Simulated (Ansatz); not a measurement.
**W, response to strain**

Take W in the bcc (W type) structure (space group Im-3m, No. 229; a = 3.1688 Å; relaxed with 0.1 eV smearing) as the base. Axes: x, y, z lie along the cube axes.

Strains are applied to the cell and any free atomic positions relax; under stress the whole cell relaxes.

Level of theory: DFT with r2SCAN, PAW potentials and a 500 eV plane-wave cutoff in Ansatz (an electronic-structure program), without spin-orbit coupling.

Candidates:
(a) uniaxial strain ε_yy = +1.24 %
(b) isotropic strain −2.54 %
(c) isotropic strain +4.51 %
(d) uniaxial stress, 2 GPa compression along x
(e) uniaxial strain ε_zz = +2.54 %

Notes on the quantities. energy relative to the base: free energy F.

### Question
Order them by energy relative to the base, highest first.

### Answer
(c) isotropic strain +4.51 % (+0.253 eV/atom), (b) isotropic strain −2.54 % (+100 meV/atom), (e) uniaxial strain ε_zz = +2.54 % (+17 meV/atom), (a) uniaxial strain ε_yy = +1.24 % (+4.1 meV/atom), (d) uniaxial stress, 2 GPa compression along x (+0.4 meV/atom)

Beyond what the load breaks, stability against distortions was not tested. The final runs are not spin-polarised.
